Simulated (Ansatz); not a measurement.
Base system: W in the bcc (W type) structure (space group Im-3m, No. 229; a = 3.1688 Å; relaxed with 0.1 eV smearing). Axes: x, y, z lie along the cube axes.

Structures relaxed with r2SCAN/PAW in Ansatz (a program for electronic structure), spin-orbit coupling left out.

Base:

Simulated powder pattern, Cu Kα, λ = 1.54184 Å (kinematic, ideal powder, no thermal factors, no anomalous dispersion; the 14 strongest lines at most, above 2 %, up to 2θ = 90°):

```csv
2θ (°),I/Imax (%),hkl
40.25,100,(110)
58.23,17,(200)
73.16,36,(211)
86.96,12,(220)
```

Modification: strain tensor (xx, yy, zz, yz, xz, xy) = (−0.71, −2.24, +0.30, −0.13, +0.05, +0.09) %, atoms relaxed at fixed cell.

Where do the lines fall after the change?


Simulated powder pattern, Cu Kα, λ = 1.54184 Å (kinematic, ideal powder, no thermal factors, no anomalous dispersion; the 14 strongest lines at most, above 2 %, up to 2θ = 90°):

| 2θ (°) | I/Imax (%) | hkl |
|---|---|---|
| 40.32 | 100 | (101) |
| 40.35 | 100 | (1 0 -1) |
| 40.61 | 98 | (0 1 -1) |
| 40.73 | 97 | (011) |
| 40.84 | 97 | (110) |
| 40.92 | 96 | (1 -1 0) |
| 58.04 | 35 | (002) |
| 58.69 | 34 | (200) |
| 59.70 | 33 | (020) |
| 73.34 | 36 | (1 -1 2) |
| 73.44 | 18 | (112) |
| 73.54 | 18 | (-1 1 2) |
| 73.79 | 18 | (2 1 -1) |
| 73.81 | 18 | (211) |

The indices refer to the base's conventional cell; one index is shown for lines that coincide. The space group is now P-1 (No. 2).

No phonon test of stability was made. The final runs are not spin-polarised.
